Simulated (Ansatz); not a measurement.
We consider antifluorite K2S, described by Hartree–Fock (PAW; Ansatz, an electronic-structure program).

Run with plane-wave cutoff 460 eV, 6×6×6 k mesh, Fermi–Dirac smearing 0.01 eV, scalar-relativistic PAW data made under PBE.

The cell has the measured lattice parameters. Conventional cell: a = 7.3910 Å, b = 7.3910 Å, c = 7.3910 Å, α = 90.00°, β = 90.00°, γ = 90.00°.

```
CELL_PARAMETERS angstrom
      0.00000     3.69550     3.69550
      3.69550     0.00000     3.69550
      3.69550     3.69550     0.00000
ATOMIC_POSITIONS crystal
  K  0.25000 0.25000 0.25000
  K  0.75000 0.75000 0.75000
  S  0.00000 0.00000 0.00000
```

Question: List the 11 lowest band energies at Γ above −25 eV (eV, relative to the valence band maximum), grouping those that round alike.

Answer: At Γ: -16.55 (×3), -16.28 (×3), -13.62, -0.18 (×3), 9.02.

Note: the run warned that its exchange threshold was loose for the stress; cell and atoms aren't relaxed at this level (pressure 2.2 GPa).
